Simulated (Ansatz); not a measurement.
Input and output of a self-consistent single point for RbH (Fm-3m, 2 atoms in the cell) (Ansatz, a program for electronic structure).

Method of the run: LDA (PW92), default PAW files made with PBE (plane waves; Ansatz).

```xyz
2
Lattice="0.0000 2.9891 2.9891 2.9891 0.0000 2.9891 2.9891 2.9891 0.0000" Properties=species:S:1:pos:R:3 pbc="T T T"
Rb     2.9891     2.9891     2.9891
H      0.0000     0.0000     0.0000
```

Reference input (self-consistent single point, DFT, LDA (PW92), plane waves, default PAW files made with PBE): basis.ecutwfc = 420 eV; kpoints.mp_grid.grid = 7 7 7; hamiltonian.xc = lda; hamiltonian.pseudopotentials = {kind: paw} (the program's default PAW files); scf.occupations.method = fixed. This run's input differs from it in these lines:

Ansatz 0.2 input:
```diff
@@ -10,3 +10,3 @@
 basis:
-  ecutwfc: 420.0 eV
+  ecutwfc: 170.0 eV
 kpoints:
```

Output (repeated stretches shortened):

```
SCF iter   1: F=—  HF=-3186.119534 eV  |F-HF|=—  |Δ(HF+E_count)|=         —  Δρ=1.70e-2  dr2=9.47e-2  ethr=1.77e-3  ⟨swp⟩=5.0  Hψ=1079  notcnv=0  defer=36
all-band conjugate gradients solve this SCF's bands
preconditioner: auto → none
SCF iter   2: F=—  HF=-3186.094151 eV  |F-HF|=—  |Δ(HF+E_count)|=   2.54e-2  Δρ=5.91e-3  dr2=5.86e-3  ethr=9.47e-4  ⟨swp⟩=1.4  Hψ=348  notcnv=0  defer=29
SCF iter   3: F=—  HF=-3186.094643 eV  |F-HF|=—  |Δ(HF+E_count)|=   4.93e-4  Δρ=1.38e-3  dr2=1.62e-4  ethr=5.86e-5  ⟨swp⟩=3.0  Hψ=308  notcnv=0  defer=37
SCF iter   4: F=—  HF=-3186.094799 eV  |F-HF|=—  |Δ(HF+E_count)|=   1.56e-4  Δρ=2.49e-4  dr2=8.88e-6  ethr=1.62e-6  ⟨swp⟩=1.1  Hψ=182  notcnv=0  defer=25
SCF iter   5: F=—  HF=-3186.094807 eV  |F-HF|=—  |Δ(HF+E_count)|=   7.69e-6  Δρ=5.07e-6  dr2=1.40e-8  ethr=8.88e-8  ⟨swp⟩=2.0  Hψ=263  notcnv=0  defer=1
SCF iter   6: F=-3186.094807 eV  HF=-3186.094807 eV  |F-HF|=1.53e-10  |Δ(HF+E_count)|=   1.41e-9  Δρ=7.54e-7  dr2=2.81e-10  ethr=1.40e-10  ⟨swp⟩=4.0  Hψ=896  notcnv=0
SCF 1 converged in 6 iterations: F = -3186.094807 eV  dr2 = 2.81e-10
Free energy (F): -3186.094807 eV
Internal energy: -3186.094807 eV  (E = F + TS)
E sigma→0 (E₀):  -3186.094807 eV
Fermi energy:    2.076305 eV
--- Forces (eV/Å), atoms counted from 1 ---
  atom   1  Rb    -0.00000000    -0.00000000     0.00000000
  atom   2  H     -0.00000000     0.00000000     0.00000000
--- Stress (GPa, compression-positive) ---
       -1.112452      -0.000000       0.000000
       -0.000000      -1.112452       0.000000
        0.000000       0.000000      -1.112452
  P = ⅓ Tr σ = -1.1125 GPa (-11.125 kbar)
  The stress holds the Pulay correction. Without it, at fixed plane waves, as pw.x and ABINIT print it: P = -8.9824 GPa
```

The run converged in 6 iterations. Against the reference run the free energy rises by 335 meV/atom, the pressure moves little (-1.19 to -1.11 GPa) and the gap on the mesh goes from 2.844 to 2.810 eV.

The starting cell comes from a database of computed structures (which also holds hypothetical and non-ambient phases and stackings), without a prior relaxation at this level. Its lattice was rescaled by up to half a per cent. Ansatz's pressure includes its estimate of the finite-basis (Pulay) stress. Without the estimate this run gives -8.98 GPa. The cutoff lies below the one recommended for these files.
